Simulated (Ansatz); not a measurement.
MgO (model structure, from the HgO type, Fm-3m, No. 225), treated with G0W0@PBEsol (Ansatz, a program for electronic structure, plane waves, hard PAW, contour deformation).

The same calculation (at the PBEsol cell, 9.355 Å³/atom) with different numerical settings; throughout: k mesh 3×3×2:

```csv
run,response cutoff (eV),empty bands,quasiparticle gap on the mesh (eV),quasiparticle gap at Γ (eV),rough time
1,100,234,6.884,6.884,40 core-s
2,150,430,7.082,7.082,2 core-min
3,200,662,7.199,7.199,4 core-min
4,250,926,7.259,7.259,10 core-min
5,300,1217,7.297,7.297,30 core-min
6,400,1873,___,___,50 core-min
```

Q: Complete the blanks.

A: 
- 6, quasiparticle gap on the mesh (eV): 7.337
- 6, quasiparticle gap at Γ (eV): 7.337

In the column quasiparticle gap on the mesh (eV) the first row differs from the last by -0.453 and the next to last by -0.040.

The last row is no converged limit: other settings stay fixed.

A model structure was made by putting elements into a prototype or built by hand; it is no filed structure, need not be a known phase, and can be a saddle point held by its symmetry.
